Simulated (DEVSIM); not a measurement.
Device: CdS/CdTe n-p heterojunction, at 350 K.

Layer 1 from the left is CdS, thickness (μm) 1.70, Nd (cm⁻³) 1.2e18, τn (s) 5.2e-10, τp (s) 5.2e-10. Layer 2 from the left is CdTe, thickness (μm) 0.130, Na (cm⁻³) 5.1e16, τn (s) 5.2e-10, τp (s) 5.2e-10.

Left contact: ohmic. Right contact: ohmic. Voltage is applied to the left contact. Recombination: SRH at mid-gap. Mobility is constant in doping.

This is a model device: material constants are rounded textbook-type values typed into the input, and sizes, dopings and lifetimes were drawn at random. Values at 300 K; Nc and Nv go as T^1.5, mobilities as T to minus their exponent, the gap by Varshni's rule with the affinity fixed.

CdS: gap (eV) 2.4, affinity (eV) 4.3, permittivity 9, Nc (cm⁻³) 2.2e18, Nv (cm⁻³) 1.8e19, μn (cm²/Vs) 300, μp (cm²/Vs) 25, T exponent of μn 1.5, T exponent of μp 1.5, Varshni α (eV/K) 0.00039, Varshni β (K) 103. CdTe: gap (eV) 1.5, affinity (eV) 4.28, permittivity 10.2, Nc (cm⁻³) 8e17, Nv (cm⁻³) 1.8e19, μn (cm²/Vs) 1000, μp (cm²/Vs) 80, T exponent of μn 1.7, T exponent of μp 1.5, Varshni α (eV/K) 0.00031, Varshni β (K) 108.

DEVSIM, 1D drift-diffusion, Boltzmann statistics, complete ionisation; no tunnelling, impact ionisation, image-force lowering or self-heating. Band offsets follow the typed affinities; no thermionic-emission limit at abrupt steps, no polarisation charge.

Q: What does the simulation give for the potential step across the device at zero bias, the largest field in the device at zero bias, the dark forward voltage at 100 A/cm², the dark forward voltage at 1 A/cm²?

A: potential step across the device at zero bias 1.256 V; largest field in the device at zero bias 170000 V/cm; dark forward voltage at 100 A/cm² 1.044 V; dark forward voltage at 1 A/cm² 0.892 V.
